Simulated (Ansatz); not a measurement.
Base system: BP in the zinc blende structure (space group F-43m, No. 216).

```xyz
2
Lattice="0.0000 2.2601 2.2601 2.2601 0.0000 2.2601 2.2601 2.2601 0.0000" Properties=species:S:1:pos:R:3 pbc="T T T"
P      3.3902     3.3902     3.3902
B      0.0000     0.0000     0.0000
```

Computed with DFT with PBEsol, PAW potentials and a 420 eV plane-wave cutoff in Ansatz (a first-principles code), without spin-orbit coupling.

One change was made to it. Results:

```tsv
quantity	base	after
band gap	1.11 eV	zero
shortest interatomic distance	1.957 Å	2.128 Å
density	3.01 g/cm³	2.24 g/cm³
```

Q: Which of these changes matches the shifts?
(A) B → Be
(B) P → Te
(C) P → W

A: A, B → Be. For comparison, the shortest interatomic distance in the other runs: P → Te gives 2.325 Å; P → W gives 2.080 Å.

Whether these cells are dynamically stable was not tested. As relaxed here, BeP, BTe and WB are hypothetical phases, not in the database extracts checked. The final runs are not spin-polarised. An odd electron count without spin: BeP, BTe and WB. WB has a high density of states at the Fermi level and may be magnetic at this level.
